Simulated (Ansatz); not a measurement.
A self-consistent single point of ZrAu (P4mm, 2 atoms in the cell) with Ansatz (a quantum-chemistry and plane-wave program).

Computed with PBEsol, default PAW files made with PBE (plane waves; Ansatz).

```xyz
2
Lattice="3.1562 0.0000 0.0000 0.0000 3.1562 0.0000 0.0000 0.0000 3.9058" Properties=species:S:1:pos:R:3 pbc="T T T"
Zr     0.0000     0.0000     0.0500
Au     1.5781     1.5781     1.9529
```

Reference input (self-consistent single point, DFT, PBEsol, plane waves, default PAW files made with PBE): basis.ecutwfc = 30.9 Ry; kpoints.mp_grid.grid = 10 10 9; hamiltonian.xc = pbesol; hamiltonian.pseudopotentials = {kind: paw} (the program's default PAW files); scf.occupations.method = gaussian; scf.occupations.width = 0.0073 Ry. This run's input differs from it in these lines:

Ansatz 0.2 input:
```diff
@@ -12,3 +12,3 @@
   mp_grid:
-    grid: [10, 10, 9]
+    grid: [18, 18, 15]
 hamiltonian:
```

The program printed (abridged):

```
SCF iter   1: F=—  HF=-17136.791946 eV  |F-HF|=—  |Δ(HF+E_count)|=         —  Δρ=5.48e-3  dr2=1.10e-2  ethr=1.77e-3  ⟨swp⟩=4.0  Hψ=33617  notcnv=0
all-band conjugate gradients solve this SCF's bands
preconditioner: auto → Kerker (q_TF=auto, 2.627 Å⁻¹)
SCF iter   2: F=—  HF=-17136.790318 eV  |F-HF|=—  |Δ(HF+E_count)|=   1.63e-3  Δρ=2.29e-3  dr2=1.04e-3  ethr=3.55e-5  ⟨swp⟩=2.4  Hψ=15416  notcnv=0
SCF iter   3: F=—  HF=-17136.790143 eV  |F-HF|=—  |Δ(HF+E_count)|=   1.75e-4  Δρ=8.93e-4  dr2=1.62e-4  ethr=3.36e-6  ⟨swp⟩=2.4  Hψ=11232  notcnv=0
SCF iter   4: F=—  HF=-17136.790128 eV  |F-HF|=—  |Δ(HF+E_count)|=   1.52e-5  Δρ=1.19e-4  dr2=6.74e-6  ethr=5.23e-7  ⟨swp⟩=2.0  Hψ=15255  notcnv=0
SCF iter   5: F=—  HF=-17136.790131 eV  |F-HF|=—  |Δ(HF+E_count)|=   2.79e-6  Δρ=3.13e-5  dr2=4.94e-7  ethr=2.18e-8  ⟨swp⟩=2.0  Hψ=11889  notcnv=0
SCF iter   6: F=-17136.790131 eV  HF=-17136.790131 eV  |F-HF|=9.88e-9  |Δ(HF+E_count)|=   9.81e-8  Δρ=5.88e-6  dr2=1.69e-8  ethr=3.23e-10  ⟨swp⟩=5.0  Hψ=31776  notcnv=0
SCF 1 converged in 6 iterations: F = -17136.790131 eV  dr2 = 1.69e-8
Free energy (F): -17136.790131 eV
Internal energy: -17136.780284 eV  (E = F + TS)
E sigma→0 (E₀):  -17136.785207 eV
Entropy (-TS):   -0.009847 eV (-4.923 meV/atom)
Fermi energy:    17.611209 eV
--- Forces (eV/Å), atoms counted from 1 ---
  atom   1  Zr    -0.00000000     0.00000000    -0.23369452
  atom   2  Au     0.00000000     0.00000000     0.23369424
--- Stress (GPa, compression-positive) ---
       -3.293468       0.000000      -0.000000
        0.000000      -3.293468       0.000000
       -0.000000       0.000000      -1.200961
  P = ⅓ Tr σ = -2.5960 GPa (-25.960 kbar)
  The stress holds the Pulay correction. Without it, at fixed plane waves, as pw.x and ABINIT print it: P = -2.6313 GPa
```

The run converged in 6 iterations. Against the reference run the free energy goes up by 1.7 meV/atom, the pressure stays near -2.60 GPa while the zz stress (positive for compression) goes from -2.00 to -1.20 GPa and the largest force hardly changes (0.240 to 0.234 eV/Å).

The starting cell comes from a database of computed structures (which also holds hypothetical and non-ambient phases and stackings), without a prior relaxation at this level. Its lattice was rescaled by up to half a per cent. One atom was moved a little off its site on purpose. Ansatz's pressure includes its estimate of the finite-basis (Pulay) stress.
